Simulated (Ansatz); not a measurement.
How far to go with the plane-wave cutoff: NaMoO₂ (R3m, 4 atoms in the cell)

```xyz
4
Lattice="1.6087 0.9288 5.1932 -1.6087 0.9288 5.1932 0.0000 -1.8576 5.1932" Properties=species:S:1:pos:R:3 pbc="T T T"
Na     0.0000     0.0000     7.8398
Mo     0.0000     0.0000     0.0000
O      0.0000     0.0000     4.1302
O      0.0000     0.0000    11.4495
```
Moments meant for the start (each program seeds them in its own way; μB, in the order of the atoms Na Mo O O): 0.0 2.0 0.0 0.0.

Level of theory: LDA (PW92), default PAW files made with PBE (plane waves; Ansatz, a quantum-chemistry and plane-wave program).

Base settings: basis.ecutwfc = 420 eV; kpoints.mp_grid.grid = 7 7 7; hamiltonian.xc = lda; hamiltonian.pseudopotentials = {kind: paw} (the program's default PAW files); magnetization.spin_polarized = true; scf.occupations.method = fermi_dirac; scf.occupations.width = 0.05 eV.

The second cell is the first with its lattice scaled by 0.98.

The mesh stays at the base's, so the ladder's end is converged at best in this setting alone.

The first pressure column holds Ansatz's estimate of the finite-basis (Pulay) stress, which hides part of the cutoff error; the other is without it.

Only quantities that move along the ladder and can be compared are tabulated.

The magnetic state is not the same in all runs (site moments differ, or a search went on to a lower state), so steps between rows are not convergence errors alone.

The count of work is k-points × plane waves × bands × iterations; it is no time. 

The starting cell comes from a database of computed structures (which also holds hypothetical and non-ambient phases and stackings), without a prior relaxation at this level. Its lattice was rescaled by up to half a per cent. One atom was moved a little off its site on purpose. The moments shrank to a small part of their start, a low-spin state that need not be the lowest. In the base run, with a pressure of about -15 GPa the cell is away from its equilibrium volume at this level.

| basis.ecutwfc | free energy less the last step's (meV/atom) | energy of the compressed cell less the first (meV/atom) | pressure (GPa) | pressure without the Pulay estimate (GPa) | largest difference of a force vector from the last step's (eV/Å) | count of work / last |
|---|---|---|---|---|---|---|
| 145 eV | 21782.85 | 75.17 | 33.40 | -773.35 | 4.590 | 0.013 |
| 170 eV | 10825.92 | -14.42 | -7.45 | -468.70 | 2.243 | 0.036 |
| 190 eV | 6282.02 | -73.32 | -20.62 | -315.34 | 0.211 | 0.050 |
| 210 eV | 3680.62 | -67.17 | -26.17 | -213.67 | 0.547 | 0.025 |
| 230 eV | 2160.85 | -76.90 | -22.94 | -145.18 | 0.612 | 0.11 |
| 250 eV | 1247.78 | -58.50 | -18.19 | -98.32 | 0.472 | 0.13 |
| 295 eV | 339.02 | -47.62 | -15.32 | -43.07 | 0.033 | 0.035 |
| 335 eV | 96.04 | -45.75 | -15.13 | -24.77 | 0.031 | 0.22 |
| 380 eV | 21.29 | -46.70 | -15.30 | -17.87 | 0.002 | 0.23 |
| 420 eV | 5.15 | -46.55 | -15.28 | -15.99 | 0.001 | 0.17 |
| 460 eV | 1.42 | -46.54 | -15.28 | -15.43 | 0.000 | 0.22 |
| 505 eV | 0.78 | -46.55 | -15.28 | -15.29 | 0.000 | 0.24 |
| 565 eV | 0.69 | -46.55 | -15.28 | -15.29 | 0.000 | 0.35 |
| 630 eV | 0.60 | -46.56 | -15.28 | -15.29 | 0.000 | 0.41 |
| 735 eV | 0.47 | -46.57 | -15.28 | -15.29 | 0.000 | 0.47 |
| 840 eV | 0.24 | -46.57 | -15.28 | -15.30 | 0.000 | 0.51 |
| 1010 eV | 0.00 | -46.58 | -15.28 | -15.29 | 0.000 | 1.0 |

Coarsest basis.ecutwfc that holds the forces within 0.02 eV/Å of the last step, with all finer ones: 380 eV, at 0.23 of the last step's count of work; the step before is off by 0.031 eV/Å.

Coarsest basis.ecutwfc that holds the pressure within 1 GPa of the last step, with all finer ones: 295 eV, at 0.035 of the last step's count of work; the step before is off by 2.9 GPa.

State of the free energy at the end of the ladder: still drifting one way, by 0.47 meV/atom over the last two steps, so the last step is no safe reference.

The energy difference between the two cells stays within 1 meV/atom of the last step's from 335 eV on, the total only from 505 eV on: much of the error is common to both cells and cancels.

At the lowest cutoff the pressure without the Pulay estimate lies 758 GPa under the last step's, the usual sign of Pulay stress in an incomplete plane-wave basis.

Keys are those of Ansatz 0.2.
